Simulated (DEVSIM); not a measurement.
Structure: Ti/SiO2/n-GaAs capacitor, at 400 K.

Layer 1 from the left is SiO2, thickness (nm) 3.20. Layer 2 from the left is GaAs, thickness (nm) 18000, Nd (cm⁻³) 1.3e15.

Metal gate on the left, work function 4.33 eV. Fixed charge at the semiconductor interface -2.2e10 cm⁻² (in units of +e); no interface traps.

This is a model device: material constants are rounded textbook-type values typed into the input, and sizes, dopings and lifetimes were drawn at random. Values at 300 K; Nc and Nv go as T^1.5, mobilities as T to minus their exponent, the gap by Varshni's rule with the affinity fixed.

SiO2: gap (eV) 9, affinity (eV) 0.9, permittivity 3.9. GaAs: gap (eV) 1.424, affinity (eV) 4.07, permittivity 12.9, Nc (cm⁻³) 4.7e17, Nv (cm⁻³) 9e18, Varshni α (eV/K) 0.000541, Varshni β (K) 204.

### Question
Estimate by hand the flat-band voltage, the threshold voltage, and compare with a numerical solution.

### Answer

- Flat-band voltage: C = 1.08 μF/cm², work-function difference 0.042 V; VFB = φms − qNf/C = 0.05 V; numerical 0.05 V.
- Threshold voltage: φF = 0.420 V, depletion charge √(4εqNφF) = 2.00e-8 C/cm²; VT = VFB − 2φF − Qd/C = -0.81 V; numerical -0.81 V.

DEVSIM, 1D Poisson equation in equilibrium, Boltzmann statistics, complete ionisation; no quantum confinement or tunnelling. Metal contacts follow the ideal Schottky-Mott rule: no Fermi-level pinning, no interface dipoles.
